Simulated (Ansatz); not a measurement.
The parent structure is Ru in the hcp (Mg type) structure (space group P6_3/mmc, No. 194; relaxed with 0.1 eV smearing).

```
CELL_PARAMETERS angstrom
      2.70429     0.00000     0.00000
     -1.35214     2.34198     0.00000
      0.00000     0.00000     4.26291
ATOMIC_POSITIONS crystal
  Ru 0.66667 0.33333 0.75000
  Ru 0.33333 0.66667 0.25000
```

Cartesian axes are those of the cell as printed.

The values are results of r2SCAN in Ansatz (plane waves to 500 eV, PAW, no spin-orbit coupling), not measurements.

The change: the cell is compressed by 1.00 % along x with no lateral relaxation; the atoms relax in the strained cell.

Predict the stress tensor and what it implies for the stiffness.

Stress of the strained cell less that of the base (GPa, compression positive):
```
    6.3     0.0     0.0
    0.0     2.0     0.0
    0.0     0.0     1.9
```

Then −Δσ_ii/ε with ε = -0.0100 gives relaxed-ion elastic constants: C11 ≈ 634 GPa, C12 ≈ 203 GPa and C13 ≈ 191 GPa.

Stability against distortions was not tested. The final runs are not spin-polarised.

Ansatz is a first-principles code.
